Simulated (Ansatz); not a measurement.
C in the graphite type structure (space group P6_3/mmc, No. 194; layered, stacked along the Cartesian z axis)

```yaml
crystal:
  lattice:
    - [2.46498, 0.00000, 0.00000]
    - [-1.23249, 2.13473, 0.00000]
    - [0.00000, 0.00000, 6.72886]
  atoms:
    - { symbol: C, position: [0.00000, 0.00000, 0.25000] }
    - { symbol: C, position: [0.00000, 0.00000, 0.75000] }
    - { symbol: C, position: [0.33333, 0.66667, 0.25000] }
    - { symbol: C, position: [0.66667, 0.33333, 0.75000] }
```

All numbers come from plane-wave PAW DFT at the PBE-D3(BJ) level (Ansatz, a program for electronic structure, 420 eV), no spin-orbit coupling, earlier PAW set. Settings: 15×15×5 k-points, 0.05 eV Fermi–Dirac smearing.

- Volume per atom: 8.85 Å³
- Density: 2.25 g/cm³
- Band gap: zero
- Total energy: -251.085 eV/atom (σ→0; compares only within this code and set-up)

Whether these cells are dynamically stable was not tested.
